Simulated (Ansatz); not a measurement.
The parent structure is Si in the diamond structure (space group Fd-3m, No. 227; a = 5.444 Å). Axes: x, y, z lie along the cube axes.

Method: r2SCAN in Ansatz (plane waves to 500 eV, PAW, no spin-orbit coupling).

For the base:

```
Quantity    Result
--------  --------
Band gap   0.78 eV
Pressure  0.00 GPa
```

The change: tensile biaxial strain of 1.25 % in the plane normal to [111], as in epitaxy on a mismatched substrate; the out-of-plane cell vector and the atoms relax.

Task: Estimate the effect on the energy relative to the base.

Result: The energy rises by 4.4 meV/atom.

Task: How does this affect the band gap?

Result: The band gap drops by 0.08 eV (0.78 eV → 0.70 eV).

Task: Estimate the effect on the out-of-plane strain.

Result: The out-of-plane strain is -0.50 %.

Task: Predict the new hole mass.

Result: The hole mass is 0.10 mₑ out of plane, 0.55 mₑ in plane (at Γ).

Task: Predict the new pressure.

Result: The pressure (mean of the normal stresses, compression positive) goes from zero to -1.84 GPa.

Masses are band curvatures over ±0.01 Å⁻¹ around the edge. Whether these cells are dynamically stable was not tested.

Ansatz is a program for electronic structure.
